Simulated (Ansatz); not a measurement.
Start from Al2Cu (space group I4/mcm, No. 140; a = 6.006 Å, c = 4.790 Å). Axes: x, y, z lie along a, b, c of the conventional cell.

All numbers come from r2SCAN (Ansatz, a program for electronic structure; PAW; 500 eV plane waves; no SOC).

Strains are applied to the cell and any free atomic positions relax; under biaxial strain the out-of-plane vector relaxes too.

One change was made to it. Results:

| quantity | base | after |
|---|---|---|
| energy relative to the base (free energy F) | 0 meV/atom | +64 meV/atom |
| pressure (mean of the normal stresses, compression positive) | 0.0 GPa | 15.5 GPa |

Problem. Which of these changes matches the shifts?
A) biaxial strain +4.52 %, plane normal [001], relaxed out of plane
B) isotropic strain +5.84 %
C) isotropic strain −3.49 %
D) uniaxial strain ε_yy = −3.63 %

Solution. C, isotropic strain −3.49 %. For comparison, the energy relative to the base in the other runs: uniaxial strain ε_yy = −3.63 % gives +11 meV/atom; biaxial strain +4.52 %, plane normal [001], relaxed out of plane gives +40 meV/atom; isotropic strain +5.84 % gives +128 meV/atom.

A biaxial case was relaxed in a doubled cell and then solved in the primitive one. Without a gap, meshes like the base's 12×12×12 leave anisotropic stresses uncertain by several tenths of a GPa, and small strain energies with them. Whether these cells are dynamically stable was not tested. All final runs are without spin polarisation.
